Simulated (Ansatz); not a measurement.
We consider GaSb (model structure, P6₃/mmc, No. 194, 4 atoms in the cell), described by PBEsol (PAW; Ansatz, an electronic-structure program).

Run with plane-wave cutoff 520 eV, 18×18×10 k mesh (along the axes of the cell as run), Fermi–Dirac smearing 0.05 eV, scalar-relativistic PAW data made under PBE.

Cell (relaxed at this level):

Space group P6₃/mmc (No. 194); a = 3.902 Å, b = 3.902 Å, c = 7.057 Å, α = 90.00°, β = 90.00°, γ = 120.00°

```json
[
 {"atom": "Ga", "site": "2a", "symmetry": "-3m.", "x": "0.0000", "y": "0.0000", "z": "0.0000"},
 {"atom": "Sb", "site": "2c", "symmetry": "-6m2", "x": "0.3333", "y": "0.6667", "z": "0.2500"}
]
```

Question: Estimate the bulk modulus B0 that the calculation returns.

Answer: 
- bulk modulus B0: 61.0 GPa

The run finds no gap.

Note: the bulk modulus is −V dP/dV from two relaxed cells at ±2 % in volume; the relaxation could raise the start's symmetry but not lower it, so the cell can be a saddle point.

Spin–orbit coupling is not included; it can open a gap where bands touch, and shift volumes and moduli.

Static lattice: no zero-point or thermal effects.

Computing time: around 7 core-minutes (rough).

A model structure was made by putting elements into a prototype or built by hand; it is no filed structure, need not be a known phase, and can be a saddle point held by its symmetry.
